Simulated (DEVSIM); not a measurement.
Device: abrupt InP p-n junction, at 300 K.

```
layer (left to right)  material  thickness (μm)  Nd (cm⁻³)  Na (cm⁻³)  τn (s)  τp (s)
---------------------  --------  --------------  ---------  ---------  ------  ------
1                           InP            6.10          -     1.1e15  7.2e-8  7.2e-8
2                           InP            3.70     1.2e14          -  7.2e-8  7.2e-8
```

Left contact: ohmic. Right contact: ohmic. Voltage is applied to the left contact. Recombination: SRH at mid-gap. Mobility is μmin + (μ − μmin)/(1 + (N/Nref)^α).

The device is made up for the run: typed textbook-type constants, with dimensions and the other settings drawn at random. Values at 300 K; Nc and Nv go as T^1.5, mobilities as T to minus their exponent, the gap by Varshni's rule with the affinity fixed.

| parameter | InP |
|---|---|
| gap (eV) | 1.344 |
| affinity (eV) | 4.38 |
| permittivity | 12.5 |
| Nc (cm⁻³) | 5.7e17 |
| Nv (cm⁻³) | 1.1e19 |
| μn (cm²/Vs) | 5200 |
| μp (cm²/Vs) | 170 |
| μn,min | 400 |
| μp,min | 10 |
| Nref,n | 3e17 |
| Nref,p | 4.9e17 |
| αn | 0.47 |
| αp | 0.62 |
| T exponent of μn | 2 |
| T exponent of μp | 2 |
| Varshni α (eV/K) | 0.000363 |
| Varshni β (K) | 162 |

DEVSIM, 1D drift-diffusion, Boltzmann statistics, complete ionisation; no tunnelling, impact ionisation, image-force lowering or self-heating.

The temperature was swept, all else fixed.

| temperature (K) | potential step across the device at zero bias (V) | dark forward voltage at 1 A/cm² (V) | dark forward voltage at 100 A/cm² (V) | largest field in the device at zero bias (V/cm) |
|---|---|---|---|---|
| 250 | 0.991 | 0.953 | 1.178 | 5500 |
| 300 | 0.887 | ___ | ___ | 5100 |
| 350 | 0.781 | 0.741 | 1.108 | 4800 |
| 400 | 0.672 | 0.633 | 1.085 | 4400 |
| 450 | 0.562 | 0.523 | 1.071 | 4100 |
| 500 | 0.450 | 0.413 | 1.067 | 3700 |

Task: What belongs in the gaps?

Result: 
- 300, dark forward voltage at 1 A/cm² (V): 0.848
- 300, dark forward voltage at 100 A/cm² (V): 1.140
